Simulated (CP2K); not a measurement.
# A series of runs on Si₃N₄ (P6_3/m, 14 atoms in the cell)

```cif
data_N8Si6
_chemical_formula_sum 'Si6 N8'
_space_group_name_H-M_alt 'P63/m'
_space_group_IT_number 176
_space_group_name_Hall '-P 6c'
_cell_length_a 7.60454
_cell_length_b 7.60454
_cell_length_c 2.90520
_cell_angle_alpha 90.000
_cell_angle_beta 90.000
_cell_angle_gamma 120.000
loop_
_atom_site_label
_atom_site_type_symbol
_atom_site_symmetry_multiplicity
_atom_site_Wyckoff_symbol
_atom_site_fract_x
_atom_site_fract_y
_atom_site_fract_z
_atom_site_occupancy
Si1 Si 6 h 0.40613 0.23108 0.25000 1
N1 N 2 d 0.66667 0.33333 0.25000 1
N2 N 6 h 0.03081 0.33015 0.25000 1
```

Base run A: LDA (Pade form), GPW, DZVP-MOLOPT-SR-GTH basis, GTH-PADE potentials (GTH_POTENTIALS) run with CP2K, self-consistent single point.

Its settings: CUTOFF = 400 Ry; REL_CUTOFF = 50 Ry; SMEAR/METHOD = GAUSSIAN; SIGMA = 0.01 eV; KPOINTS/SCHEME = MACDONALD 2 2 7 0 0 0.07142857143; XC_FUNCTIONAL = PADE; Si/BASIS_SET = DZVP-MOLOPT-SR-GTH-q4; Si/POTENTIAL = GTH-PADE-q4; N/BASIS_SET = DZVP-MOLOPT-SR-GTH-q5; N/POTENTIAL = GTH-PADE-q5; METHOD = GPW; EPS_DEFAULT = 1e-10; NGRIDS = 5; SCF_GUESS = ATOMIC; EPS_SCF = 1e-07; MAX_SCF = 100; ADDED_MOS = 11; MIXING/METHOD = BROYDEN_MIXING; MIXING/ALPHA = 0.2; MIXING/NBUFFER = 12.

The starting cell comes from a database of computed structures (which also holds hypothetical and non-ambient phases and stackings), without a prior relaxation at this level. Values carry the incompleteness of an atom-centred basis. In the base run, with a pressure of about -3 GPa the cell is away from its equilibrium volume at this level.

ΔF is the free energy per atom less that of run A. 

```csv
run,"KPOINTS/SCHEME, GAMMA_CENTERED",ΔF (meV/atom),pressure (GPa),largest force (eV/Å),gap on the mesh (eV),k-points
A,"MACDONALD 2 2 7 0 0 0.07142857143, default",0.00,-3.43,0.099,4.841,28
B,"MONKHORST-PACK 3 3 6, T",0.56,-3.44,0.097,4.067,28
C,"MACDONALD 3 3 6 0.1666666667 0.1666666667 0, default",0.17,-3.43,0.097,4.656,54
D,"MONKHORST-PACK 4 4 8, T",0.38,-3.44,0.097,4.092,68
E,"MONKHORST-PACK 4 4 8, default",0.35,-3.44,0.097,4.484,64
F,"MONKHORST-PACK 4 4 9, T",0.37,-3.44,0.097,4.092,74
G,"MACDONALD 4 4 9 0 0 0.05555555556, default",0.36,-3.44,0.097,4.420,144
H,"MONKHORST-PACK 5 5 11, default",0.37,-3.44,0.097,4.067,138
I,"MACDONALD 2 2 7 0.25 0.25 0.07142857143, default",1.28,-3.44,0.099,4.489,28
```

Run D against A: The free energy hardly moves (within 1 meV/atom), the pressure moves little (-3.43 to -3.44 GPa), the largest force moves little (0.099 to 0.097 eV/Å) and the gap on the mesh goes from 4.841 to 4.092 eV.

Run H against A: The free energy stays essentially unchanged (within 1 meV/atom), the pressure moves little (-3.43 to -3.44 GPa), the largest force moves little (0.099 to 0.097 eV/Å) and the gap on the mesh goes from 4.841 to 4.067 eV.

Run B against A: The free energy hardly moves (within 1 meV/atom), the pressure moves little (-3.43 to -3.44 GPa), the largest force moves little (0.099 to 0.097 eV/Å) and the gap on the mesh goes from 4.841 to 4.067 eV.
